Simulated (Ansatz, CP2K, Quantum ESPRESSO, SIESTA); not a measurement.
# One structure in several programs: BaNiF₆ (P1, 8 atoms in the cell)

Self-consistent single point, at a second geometry (atoms moved at random). First geometry:

```yaml
crystal:
  lattice:
    - [3.58404, 2.06925, 2.27840]
    - [-3.58404, 2.06925, 2.27840]
    - [0.00000, -4.13850, 2.27840]
  atoms:
    - { symbol: Ba, position: [0.50000, 0.50000, 0.50000] }
    - { symbol: Ni, position: [0.00000, 0.00000, 0.00000] }
    - { symbol: F, position: [0.73484, 0.73484, 0.07365] }
    - { symbol: F, position: [0.26516, 0.26516, 0.92635] }
    - { symbol: F, position: [0.07365, 0.73484, 0.73484] }
    - { symbol: F, position: [0.92635, 0.26516, 0.26516] }
    - { symbol: F, position: [0.73484, 0.07365, 0.73484] }
    - { symbol: F, position: [0.26516, 0.92635, 0.26516] }
```

Second geometry:
```
CELL_PARAMETERS angstrom
      3.58404     2.06925     2.27840
     -3.58404     2.06925     2.27840
      0.00000    -4.13850     2.27840
ATOMIC_POSITIONS crystal
  Ba 0.50544 0.51270 0.51172
  Ni 0.99779 0.01059 0.00589
  F  0.72792 0.72945 0.06248
  F  0.27126 0.25295 0.92368
  F  0.06733 0.74390 0.73990
  F  0.91968 0.25035 0.26494
  F  0.74219 0.07101 0.73067
  F  0.26839 0.92905 0.26072
```

Shared settings, as Ansatz (a first-principles code) writes them: kpoints.mp_grid.grid = 4 4 4; scf.occupations.method = fermi_dirac; scf.occupations.width = 0.05 eV. Potentials and cutoffs stand in the table.

```csv
code,model,ΔF from the first geometry (meV/atom),pressure (GPa),largest force (eV/Å),gap on the mesh (eV),cutoff
SIESTA,"LDA PW92, numerical atomic orbitals DZP, PseudoDojo LDA standard norm-conserving potentials (rewritten from UPF to PSML)",38.6,5.61,3.541,1.334,grid 400 Ry
CP2K,"LDA (Pade form), GPW, DZVP-MOLOPT-SR-GTH basis, GTH-PADE potentials (GTH_POTENTIALS)",34.7,5.43,–,1.395,grid 600 Ry
Ansatz,"LDA (PW92), PAW files made with PBE",31.7,3.00,3.372,1.431,420 eV
Quantum ESPRESSO,"LDA (PZ), GBRV 1.5 ultrasoft (LDA) pseudopotentials",34.2,4.95,3.428,1.502,50 Ry
```

Size of the force on each atom (eV/Å): Sizes of forces hide their directions.

```
code                Ba1    Ni2     F3     F4     F5     F6     F7     F8
----------------  -----  -----  -----  -----  -----  -----  -----  -----
SIESTA            0.492  3.541  0.679  1.464  1.316  3.220  1.614  0.923
Ansatz            0.347  3.372  0.479  1.075  0.930  2.625  1.191  0.587
Quantum ESPRESSO  0.403  3.428  0.536  1.197  1.068  2.844  1.330  0.693
```

A dash marks a value that a program does not give, or that is left out as unsure.

Gaps are read on the mesh.

The spread over the programs that give each value: ΔF from the first geometry within 6.9 meV/atom; pressure within 2.61 GPa; largest force within 0.169 eV/Å; gap on the mesh within 0.168 eV.

SIESTA and CP2K use small atom-centred bases, whose incompleteness enters pressures, forces and empty levels differently from a plane-wave cutoff. Ansatz's pressure is given at a fixed set of plane waves, as the other plane-wave codes print theirs; with its correction for the finite basis it is 3.66 GPa (the shift of 0.67 GPa shows how far the cutoff is from converged). The same LDA comes in different parametrisations, which differ slightly. In the pressure, SIESTA (by 1.64) and CP2K (by 1.46) lie more than 1 GPa from the median of the plane-wave programs. In the gap, SIESTA (by 0.132) lies more than 0.12 eV from the median of the plane-wave programs.

The starting cell comes from a database of computed structures (which also holds hypothetical and non-ambient phases and stackings), without a prior relaxation at this level. Its lattice was rescaled by a random factor within 2.5 % of one. For this run, on top of that: atoms moved at random.

Keys are those of Ansatz 0.2.
